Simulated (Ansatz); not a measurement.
# Carrier properties of AlAs under load (space group I-4m2)

Consider the following.

```
AlAs
1.0
    0.00000     2.78756     2.88636
    2.78756     0.00000     2.88636
    2.78756     2.78756     0.00000
Al As
1 1
Direct
  0.00000   0.00000   0.00000
  0.75000   0.75000   0.75000
```

Calculation: PBEsol with spin-orbit coupling, rigid bands (plane waves, PAW; Ansatz, a first-principles code). Condition of this run: biaxial stress xx = yy = 2 GPa (compression positive) (the target of the relaxation). How the cell was made: cell and atoms relaxed with PBEsol, then loaded as said.

| Item | Result |
|---|---|
| band gap | 1.10 eV |
| electron conductivity mass (300 K, dilute) | 0.38 (x), 0.38 (y), 0.26 (z) mₑ |
| hole conductivity mass (300 K, dilute) | 0.44 (x), 0.44 (y), 0.67 (z) mₑ |
| effective density of states N_c (300 K) | 1.2e19 cm⁻³ |
| effective density of states N_v (300 K) | 8.0e18 cm⁻³ |
| density-of-states mass, electrons | 0.60 mₑ |
| density-of-states mass, holes | 0.47 mₑ |
| Seebeck coefficient, n-type 1e19 cm⁻³, 300 K | -231 μV/K |
| best n-type power factor at 300 K for τ = 10 fs (best axis; densities from 1e16 to 1e21 cm⁻³ tried, whether or not they can be reached) | 7.0 μW/(cm·K²) at 3e19 cm⁻³ |
| Seebeck coefficient, p-type 1e19 cm⁻³, 300 K | 269 μV/K |
| best p-type power factor at 300 K for τ = 10 fs (best axis; densities from 1e16 to 1e21 cm⁻³ tried, whether or not they can be reached) | 10.9 μW/(cm·K²) at 3e20 cm⁻³ |

Rigid bands; masses and Seebeck coefficients take one relaxation time τ for all states and one kind of carrier; polarons and phonon drag are left out.
